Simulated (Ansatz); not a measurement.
The reference is GaN (space group P6_422, No. 181; a = 3.125 Å, c = 7.359 Å; a hypothetical phase, not in the database extracts checked). Axes: x lies along a and z along c of the hexagonal cell.

Levels (all Ansatz, a first-principles code, PAW): PBEsol (420 eV, no SOC); r2SCAN (500 eV, spin-orbit coupling left out).

Its gap is 1.47 eV with PBEsol and 1.90 eV with r2SCAN.

Modification: the cell is stretched by 5.06 % along x with no lateral relaxation, atoms relaxed at fixed cell.

With PBEsol the gap becomes 0.92 eV.

### Question
If the r2SCAN correction stayed the same, what would the r2SCAN gap be, and what does the r2SCAN run give?

### Answer
A rigid correction of +0.43 eV gives 1.35 eV. The r2SCAN run gives 1.33 eV, so the two effects roughly add.

Single points use the geometry relaxed with PBEsol. The cells carry an imposed strain or load. Whether these cells are dynamically stable was not tested. The base started in P3_121 and relaxed to P6_422 at this level.
